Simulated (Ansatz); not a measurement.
# CrCuSe$_{2}$ (space group R3m, No. 160; ferromagnetic)

```
CELL_PARAMETERS angstrom
      1.84061     1.06268     6.25548
     -1.84061     1.06268     6.25548
      0.00000    -2.12536     6.25548
ATOMIC_POSITIONS crystal
  Cr 0.00032 0.00032 0.00032
  Cu 0.85800 0.85800 0.85800
  Se 0.73511 0.73511 0.73511
  Se 0.25457 0.25457 0.25457
```

Calculations: PBEsol/PAW in Ansatz (an electronic-structure program), without spin-orbit coupling. Settings: 15×15×15 k-points, 0.05 eV Fermi–Dirac smearing.

```json
{
  "volume_per_atom": "18.35 Å³",
  "density": "6.19 g/cm³",
  "band_gap": "zero",
  "magnetic_state": "ferromagnetic",
  "total_energy": "-5196.913 eV/atom (σ→0; compares only within this code and set-up)"
}
```

Other magnetic orders, which the real material may have, were not ruled out. No phonon test of stability was made.
